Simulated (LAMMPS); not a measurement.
Pressure dependence of V (bcc) at 2840 K, from the melt.

Model: classical MD, pair style meam, file MoCoNiVFeAlCr_2nn.meam, run in LAMMPS.

```csv
P (GPa),state,volume,coordination number,self-diffusion coefficient of V (not corrected for cell size),viscosity
0,liquid,15.878 ± 0.004 Å³/atom,13.3 (counted to 3.74 Å),(1.65 ± 0.05) × 10^-4 cm²/s,1.19 ± 0.03 mPa s
2,liquid,15.469 ± 0.003 Å³/atom,13.6 (counted to 3.74 Å),(1.69 ± 0.03) × 10^-4 cm²/s,1.28 ± 0.09 mPa s
5,liquid,14.975 ± 0.001 Å³/atom,13.3 (counted to 3.66 Å),(1.44 ± 0.02) × 10^-4 cm²/s,1.2 ± 0.1 mPa s
```

Caution (rows 2; 5): a run this short can hold a crystal over, or a liquid under, the potential's own melting point, which these runs don't give.

Estimate the isothermal bulk modulus at zero pressure. A parabola P(ln V) through the three points gives −dP/d ln V = 70 GPa at zero pressure.

States go by the mean squared displacement: a species diffuses where it passes 1.5 Å², still rises and gives D over 1e-6 cm²/s; a crystal has left its structure where atoms lie 0.35 Å off their sites on average or a cubic box changes its shape by 3 %, or the axial ratios of another lie 8 % off the starting cell's, which the potential's own relaxation can also do.

Errors of D are the spread over four groups of atoms in one short run; a floor of about 5 %, a picked value, is safer.

The ± values are statistical; the model's systematic error is not in them.
